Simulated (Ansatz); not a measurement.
The starting structures come from a database of crystals and need not be the phases stable at ambient conditions.

 Where the default PAW files enter, the runs use the earlier of Ansatz's two default sets.

The decay constant κ of evanescent states in the gap governs leakage through a thin film.

Consider the following.

```xyz
4
Lattice="4.1370 0.0000 0.0000 -2.0685 3.5828 0.0000 0.0000 0.0000 6.8167" Properties=species:S:1:pos:R:3 pbc="T T T"
Mg     2.0685     1.1943     3.3968
Mg     0.0000     2.3885     6.8052
Se     2.0685     1.1943     5.9762
Se     0.0000     2.3885     2.5678
```

Space group of this cell: P6_3mc, wurtzite. The cell is strained (lengths across the current scaled by 0.98, ions clamped); by r2SCAN its mean pressure is 2.2 GPa.

Transport runs along the normal of the first two printed cell vectors, the (001) (indices of the unstrained crystal) plane of the conventional cell.

The gap is the functional's own. No spin-orbit coupling. Mid-gap values are interpolated on the energy grid.

### Question
Give the band gap and the smallest decay constant κ at mid-gap that r2SCAN (Ansatz, an electronic-structure program) yields.

### Answer
Gap 3.58 eV on a 12×12×6 mesh; κ = 0.213 1/Å, at the zone centre.
